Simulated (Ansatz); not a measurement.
**Effect of isotropic strain −1.71 % on hypothetical diamond Rh**

Consider Rh in the diamond structure (space group Fd-3m, No. 227; a = 5.436 Å; a hypothetical phase, not in the database extracts checked; relaxed with 0.1 eV smearing).

Perturbation: every lattice vector is shortened by 1.71 %; the atoms relax in the strained cell.

Method: PBEsol (Ansatz, an electronic-structure program, PAW, without spin-orbit coupling). Settings: 18×18×18 k-points, 0.1 eV Fermi–Dirac smearing.

| quantity | base | changed | shift |
|---|---|---|---|
| volume per atom | 20.08 Å³ | 19.07 Å³ | -1.01 Å³ |
| shortest interatomic distance | 235.4 pm | 231.4 pm | -4.0 pm |
| energy relative to the base (free energy F) | 0 meV/atom | +26 meV/atom | +26 meV/atom |
| pressure | 0.0 GPa | 8.8 GPa | +8.8 GPa |
| band gap | zero | zero | – |

Final structure:

```
Rh
1.0
    0.00000     2.67146     2.67146
    2.67146     0.00000     2.67146
    2.67146     2.67146     0.00000
Rh
2
Direct
  0.75000   0.75000   0.75000
  0.50000   0.50000   0.50000
```

Cost of the whole job for the changed cell (relaxation, final SCF and bands): around 15 core-seconds (rough).

No phonon test of stability was made. The final runs are not spin-polarised. Rh has a high density of states at the Fermi level and may be magnetic at this level.
